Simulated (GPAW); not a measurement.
Worked example: self-consistent single point of HgPd5Se (P4/mmm, 7 atoms in the cell) in GPAW

Computed with PBEsol, GPAW PAW datasets PBEsol (made by gpaw-setup) (plane waves; GPAW).

Input as run:

```python
from ase import Atoms
from ase.units import GPa
from gpaw import GPAW

atoms = Atoms(['Hg', 'Pd', 'Pd', 'Pd', 'Pd', 'Pd', 'Se'],
              cell=[[4.046410, 0.000000, 0.000000],
                    [0.000000, 4.046410, 0.000000],
                    [0.000000, 0.000000, 7.125580]],
              positions=[[2.023205, 2.023205, 0.000000],
                         [0.000000, 0.000000, 0.000000],
                         [2.023205, 0.000000, 5.083318],
                         [2.023205, 0.000000, 2.042262],
                         [0.000000, 2.023205, 5.083318],
                         [0.000000, 2.023205, 2.042262],
                         [0.000000, 0.000000, 3.562790]],
              pbc=True)

calc = GPAW(mode={'name': 'pw', 'ecut': 600},
            xc='PBEsol',
            kpts={'size': (6, 6, 3), 'gamma': True},
            occupations={'name': 'methfessel-paxton', 'width': 0.272, 'order': 0},
            nbands=-15,
            symmetry={'symmorphic': False, 'tolerance': 0.0005},
            maxiter=150)

atoms.calc = calc

energy = atoms.get_potential_energy()
print('Energy (eV):', round(energy, 6))
forces = atoms.get_forces()
print('Forces (eV/Ang):')
print(forces.round(5))
stress = atoms.get_stress()
print('Stress (GPa, Voigt):', (stress / GPa).round(4))
```

Output (repeated stretches shortened):

```
Input parameters:
  kpts: {gamma: True,
         size: (6, 6, 3)}
  maxiter: 150
  mode: {ecut: 600,
         name: pw}
  nbands: -15
  occupations: {name: methfessel-paxton,
                order: 0,
                width: 0.272}
  symmetry: {symmorphic: False,
             tolerance: 0.0005}
  xc: PBEsol

species:
  Hg:
    name: Mercury
    Z: 80.0
    valence: 18
    core: 62
    charge: 0.0
    file: Hg.PBEsol.gz

    # Using partial waves for Hg as LCAO basis

  Pd:
    name: Palladium
    Z: 46.0
    valence: 16
    core: 30
    charge: 0.0
    file: Pd.PBEsol.gz

    # Using partial waves for Pd as LCAO basis

  Se:
    name: Selenium
    Z: 34.0
    valence: 6
    core: 28
    charge: 0.0
    file: Se.PBEsol.gz

    # Using partial waves for Se as LCAO basis

Reference energy: -1284871.621091  # eV

Spin-paired calculation

Convergence criteria:
 Maximum [total energy] change in last 3 cyles: 0.0005 eV / valence electron
 Maximum integral of absolute [dens]ity change: 0.0001 electrons / valence electron
 Maximum integral of absolute [eigenst]ate change: 4e-08 eV^2 / valence electron
 Maximum number of scf [iter]ations: 150

Symmetries present (total): 16
Symmetries with fractional translations: 0
108 k-points: 6 x 6 x 3 Monkhorst-Pack grid + [1/12,1/12,0.000000]
20 k-points in the irreducible part of the Brillouin zone
       k-points in crystal coordinates                weights
   0:     0.00000000    0.00000000    0.00000000          1/108
   1:     0.00000000    0.00000000    0.33333333          2/108
   2:     0.16666667    0.00000000    0.00000000          4/108
   [... 7 lines left out ...]
          ...
  19:     0.50000000    0.50000000    0.33333333          2/108

Wave functions: Plane wave expansion
  Cutoff energy: 600.000 eV
  Number of coefficients (min, max): 3873, 3928
  Pulay-stress correction: 0.000000 eV/Ang^3 (de/decut=0.000000)

Occupation numbers: Methfessel-Paxton:
  width: 0.2720  # eV
  order: 0

Eigensolver

Densities:
  Coarse grid: 24*24*42 grid
  Fine grid: 48*48*84 grid
  Total Charge: 0.000000

Density mixing:
  Method: separate
  Backend: pulay
  Linear mixing parameter: 0.05
  old densities: 5
  Damping of long wavelength oscillations: 50

Hamiltonian:
  XC and Coulomb potentials evaluated on a 48*48*84 grid
  External potential:
    NoExternalPotential

XC parameters: PBEsol with 2 nearest neighbor stencil

Number of atoms: 7
Number of atomic orbitals: 76
Number of bands in calculation: 67
Number of valence electrons: 104
Bands to converge: occupied

Density initialized from atomic densities
  67 bands from LCAO basis set

Atomic positions and initial magnetic moments

Positions:
   0 Hg     2.023205    2.023205    0.000000    ( 0.0000,  0.0000,  0.0000)
   1 Pd     0.000000    0.000000    0.000000    ( 0.0000,  0.0000,  0.0000)
   2 Pd     2.023205    0.000000    5.083318    ( 0.0000,  0.0000,  0.0000)
   3 Pd     2.023205    0.000000    2.042262    ( 0.0000,  0.0000,  0.0000)
   4 Pd     0.000000    2.023205    5.083318    ( 0.0000,  0.0000,  0.0000)
   5 Pd     0.000000    2.023205    2.042262    ( 0.0000,  0.0000,  0.0000)
   6 Se     0.000000    0.000000    3.562790    ( 0.0000,  0.0000,  0.0000)

Unit cell:
           periodic     x           y           z      points  spacing
  1. axis:    yes    4.046410    0.000000    0.000000    24     0.1686
  2. axis:    yes    0.000000    4.046410    0.000000    24     0.1686
  3. axis:    yes    0.000000    0.000000    7.125580    42     0.1697

  Lengths:   4.046410   4.046410   7.125580
  Angles:   90.000000  90.000000  90.000000

Effective grid spacing dv^(1/3) = 0.1690

     iter     time        total  log10-change:
                         energy   eigst   dens
iter:   1 --:--:--   -35.246322
iter:   2 --:--:--   -33.748302   -1.23  -1.26
iter:   3 --:--:--   -30.321614   -0.47  -1.30
iter:   4 --:--:--   -29.838282   -2.14  -1.82
iter:   5 --:--:--   -29.880840   -1.99  -1.73
iter:   6 --:--:--   -29.725346   -1.75  -1.85
iter:   7 --:--:--   -29.657939   -2.81  -2.25
iter:   8 --:--:--   -29.653106   -3.90  -2.73
iter:   9 --:--:--   -29.649746c  -3.82  -2.85
iter:  10 --:--:--   -29.650220c  -4.23  -3.09
iter:  11 --:--:--   -29.649717c  -4.79  -3.22
iter:  12 --:--:--   -29.650212c  -4.70  -3.14
iter:  13 --:--:--   -29.649922c  -5.02  -3.23
iter:  14 --:--:--   -29.649806c  -4.80  -3.24
iter:  15 --:--:--   -29.649646c  -5.16  -3.65
iter:  16 --:--:--   -29.649583c  -6.06  -3.64
iter:  17 --:--:--   -29.649620c  -6.19  -3.73
iter:  18 --:--:--   -29.649647c  -6.39  -3.85
iter:  19 --:--:--   -29.649491c  -5.46  -3.98
iter:  20 --:--:--   -29.649488c  -6.97  -4.53c
iter:  21 --:--:--   -29.649489c  -7.90c -4.59c

Converged after 21 iterations.

Dipole moment: (-0.000000, -0.000000, -0.000000) |e|*Ang

Energy contributions relative to reference atoms: (reference = -1284871.621091)

Kinetic:         +5.041225
Potential:      -21.026748
External:        +0.000000
XC:             -10.537801
Entropy (-ST):   -0.103090
Local:           -3.074620
SIC:             +0.000000
--------------------------
Free energy:    -29.701033
Extrapolated:   -29.649489

Showing only first 2 kpts
 Kpt  Band  Eigenvalues  Occupancy
  0    50      8.33693    1.99217
  0    51      8.55675    1.87058
  0    52      8.57756    1.84093
  0    53     10.14387    0.00000

  1    50      8.57698    1.84182
  1    51      9.05397    0.28515
  1    52      9.59246    0.00011
  1    53      9.59246    0.00011

Fermi level: 8.84840

No gap
No difference between direct/indirect transitions
Energy (eV): -29.649489

Forces in eV/Ang:
  0 Hg    0.00000    0.00000    0.00000
  1 Pd    0.00000    0.00000    0.00000
  2 Pd    0.00000    0.00000    0.02235
  3 Pd    0.00000    0.00000   -0.02235
  4 Pd    0.00000    0.00000    0.02235
  5 Pd    0.00000    0.00000   -0.02235
  6 Se    0.00000    0.00000    0.00000

Stress tensor:
     0.025766     0.000000     0.000000
     0.000000     0.025766     0.000000
     0.000000     0.000000     0.026618
Stress (GPa, Voigt): [4.1282 4.1282 4.2646 0.     0.     0.    ]
```

The run converged in 21 iterations. GPAW prints stress with tension positive.

The starting cell comes from a database of computed structures (which also holds hypothetical and non-ambient phases and stackings), without a prior relaxation at this level. Spin-orbit coupling is off. Spin polarisation is off. With a pressure of about -4 GPa the cell is away from its equilibrium volume at this level.

Cost on one core of a shared machine: roughly 90 s.
